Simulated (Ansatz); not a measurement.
Consider MgO in the rock salt structure (space group Fm-3m, No. 225; a = 4.254 Å). Axes: x, y, z lie along the cube axes.

The values are results of PBE, PAW, 420 eV (Ansatz, an electronic-structure program; no SOC), not measurements.

Now apply this change: the cell is scaled by 1.0050 in all directions; the atoms relax in the strained cell.

**Question.** Predict the stress tensor and what it implies for the stiffness.

**Answer.** Stress of the strained cell less that of the base (GPa, compression positive):
```
  -2.16    0.00    0.00
   0.00   -2.16    0.00
   0.00    0.00   -2.16
```

Then B = −ΔP/(ΔV/V₀) with ΔV/V₀ = 0.0151 gives secant stiffness values (nonlinear terms included at this strain): B ≈ 143 GPa.

No phonon test of stability was made.
